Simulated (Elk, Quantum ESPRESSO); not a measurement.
An Elk input for a self-consistent single point of Si₂Ni (Fm-3m, 3 atoms in the cell) (DFT, PBE, all-electron FP-LAPW, Elk's shipped species files, APW+lo basis with extra local orbitals):

```
tasks
  0

xctype
  20

tforce
  .true.

rgkmax
  8.0

gmaxvr
  18.0

lmaxapw
  10

lmaxo
  8

nxlo
  2

lorbcnd
  .true.

lradstp
  2

nrmtscf
  2.0

rmtscf
  0.89

lmaxi
  4

stype
  0

swidth
  0.00999582

avec
    0.0000000000    4.9720773038    4.9720773038
    4.9720773038    0.0000000000    4.9720773038
    4.9720773038    4.9720773038    0.0000000000

sppath
  './'

atoms
  2   : nspecies
  'Si.in'   : spfname
  2   : natoms; atposl, bfcmt below
  0.2500000000  0.2500000000  0.2500000000    0.0 0.0 0.0
  0.7500000000  0.7500000000  0.7500000000    0.0 0.0 0.0
  'Ni.in'   : spfname
  1   : natoms; atposl, bfcmt below
  0.0000000000  0.0000000000  0.0000000000    0.0 0.0 0.0

ngridk
  9 9 9
```

Task: Translate this input to Quantum ESPRESSO.

Result: One input that does it (others would too):

```fortran
&control
 calculation = 'scf'
 prefix = 'Si2Ni'
 outdir = './tmp'
 pseudo_dir = './'
 verbosity = 'high'
 tprnfor = .true.
 tstress = .true.
/
&system
 ibrav = 2
 celldm(1) = 9.94415461
 nat = 3
 ntyp = 2
 ecutwfc = 50
 ecutrho = 300
 occupations = 'smearing'
 smearing = 'gaussian'
 degauss = 0.019992
/
&electrons
 conv_thr = 1.0d-9
 mixing_beta = 0.3
/
ATOMIC_SPECIES
Si    28.0850  Si.pbe-n-kjpaw_psl.1.0.0.UPF
Ni    58.6934  Ni.pbe-n-kjpaw_psl.1.0.0.UPF
ATOMIC_POSITIONS crystal
Si    0.25000000    0.25000000    0.25000000
Si    0.75000000    0.75000000    0.75000000
Ni    0.00000000    0.00000000    0.00000000
K_POINTS automatic
9 9 9  0 0 0
```

Basis settings and potentials, where a program has them, do not carry over. This input uses DFT, PBE, plane waves, PSlibrary PAW (PBE) pseudopotentials.

The starting cell comes from a database of computed structures (which also holds hypothetical and non-ambient phases and stackings), without a prior relaxation at this level. Its lattice was rescaled by a random factor within 2.5 % of one. For this run, on top of that: lattice scaled by 0.98.
